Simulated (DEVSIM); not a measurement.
Structure: Mo/Al2O3/n-In0.53Ga0.47As capacitor, at 300 K.

Layer 1 from the left is Al2O3, thickness (nm) 3.70. Layer 2 from the left is In0.53Ga0.47As, thickness (nm) 2000, Nd (cm⁻³) 8.3e16.

Metal gate on the left, work function 4.6 eV. Fixed charge at the semiconductor interface 0 cm⁻² (in units of +e); no interface traps.

This is a model device: material constants are rounded textbook-type values typed into the input, and sizes, dopings and lifetimes were drawn at random. Values at 300 K.

Al2O3: gap (eV) 6.8, affinity (eV) 1.35, permittivity 9. In0.53Ga0.47As: gap (eV) 0.74, affinity (eV) 4.51, permittivity 13.9, Nc (cm⁻³) 2.1e17, Nv (cm⁻³) 7.7e18.

Q: Estimate by hand the flat-band voltage, the threshold voltage, and compare with a numerical solution.

A: 
- Flat-band voltage: C = 2.15 μF/cm², work-function difference 0.066 V; VFB = φms − qNf/C = 0.07 V; numerical 0.07 V.
- Threshold voltage: φF = 0.299 V, depletion charge √(4εqNφF) = 1.40e-7 C/cm²; VT = VFB − 2φF − Qd/C = -0.60 V; numerical -0.60 V.

Model (solved in DEVSIM): 1D Poisson equation in equilibrium, Boltzmann statistics, complete ionisation; no quantum confinement or tunnelling. Metal contacts follow the ideal Schottky-Mott rule: no Fermi-level pinning, no interface dipoles.
